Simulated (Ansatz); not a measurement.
What isotropic strain +3.00 % does to Cs2AgBiBr6

Start from Cs2AgBiBr6 (space group Fm-3m, No. 225; a = 10.996 Å).

Modification: every lattice vector is stretched by 3.00 %; the atoms relax in the strained cell.

The values are results of plane-wave PAW DFT at the LDA level (Ansatz, a quantum-chemistry and plane-wave program, 420 eV), no SOC, not measurements. k-mesh 5×5×5 (Γ-centred); smearing 0.05 eV (Fermi–Dirac).

```csv
quantity,base,changed,shift
shortest interatomic distance,2.689 Å,2.793 Å,+0.104 Å
energy relative to the base (free energy F),0 meV/atom,+24 meV/atom,+24 meV/atom
pressure,-0.01 GPa,-2.30 GPa,-2.297 GPa
band gap,0.94 eV,1.08 eV,+0.14 eV
gap character,"indirect, X → L","indirect, X → L",–
mean gap deformation potential ΔEg/Δln V,–,+1.6 eV,–
width of the top valence band,1.40 eV,1.12 eV,-0.28 eV
electron mass,"0.36 mₑ along k, 0.24 mₑ across (at L)","0.35 mₑ along k, 0.25 mₑ across (at L)",–
hole mass,"0.15 mₑ along k, 0.62 mₑ across (at X)","0.18 mₑ along k, 0.73 mₑ across (at X)",–
```

Spin-orbit coupling, missing from the scalar runs, can matter with Bi. Effective masses come from finite differences of ±0.01 Å⁻¹. Along k means along the line from Γ to the band edge. No phonon test of stability was made.
